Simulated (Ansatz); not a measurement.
The parent structure is Pd in the fcc (Cu type) structure (space group Fm-3m, No. 225; relaxed with 0.1 eV smearing).

Pd is modelled in the cubic space group Fm-3m (No. 225), the fcc (Cu type) structure, Pearson symbol cF4. Cell: a = 3.8777 Å, b = 3.8777 Å, c = 3.8777 Å, α = 90.00°, β = 90.00°, γ = 90.00°. Pd on 4a has 12 Pd at 2.742 Å (cuboctahedral). (Neighbours: up to the widest gap in distance over summed covalent radii, below 1.35, at either atom.)
(The calculation used a cell of 1 atom; values per cell refer to that cell.)

Calculations: PBEsol (Ansatz, a first-principles code), scalar-relativistic without spin-orbit coupling.

Base values:

| Property | Value |
|---|---|
| Pressure | 0.0 GPa |
| Band gap | zero |

Perturbation: the cell is scaled by 1.0250 in all directions, atoms relaxed at fixed cell.

Question: What does the calculation give for the pressure, energy relative to the base and band gap after the change?

Answer: The pressure goes from zero to -12.2 GPa; the energy grows by 46 meV/atom; the band gap is still zero.

The cells carry an imposed strain or load. Stability against distortions was not tested. All final runs are without spin polarisation. Pd lies near a magnetic instability that expansion can trigger; it was not tested.
